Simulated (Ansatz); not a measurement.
System: LaBr₃ (model structure, started from the ReO3 type, Pm-3m, No. 221, 4 atoms in the cell). Method: r²SCAN0 in Ansatz (PAW).

Numerical settings: plane-wave cutoff 520 eV, 4×4×4 k mesh, Fermi–Dirac smearing 0.01 eV, scalar-relativistic PAW data made under PBE.

Cell (relaxed with PBEsol):

```yaml
crystal:
  lattice:
    - [5.80365, 0.00000, 0.00000]
    - [0.00000, 5.80365, 0.00000]
    - [0.00000, 0.00000, 5.80365]
  atoms:
    - { symbol: La, position: [0.00000, 0.00000, 0.00000] }
    - { symbol: Br, position: [0.50000, 0.00000, 0.00000] }
    - { symbol: Br, position: [0.00000, 0.00000, 0.50000] }
    - { symbol: Br, position: [0.00000, 0.50000, 0.00000] }
```

Problem. What does this level give for the band gap and smallest direct gap on the k points sampled?

Solution. 
band gap: 5.68 eV (on the SCF k mesh)
smallest direct gap on the k points sampled: 6.23 eV

Note: the relaxation could raise the start's symmetry but not lower it, so the cell can be a saddle point; cell and atoms aren't relaxed at this level (pressure 0.9 GPa).

Spin–orbit coupling is not included.

A model structure was made by putting elements into a prototype or built by hand; it is no filed structure, need not be a known phase, and can be a saddle point held by its symmetry.

Ansatz is an electronic-structure program.
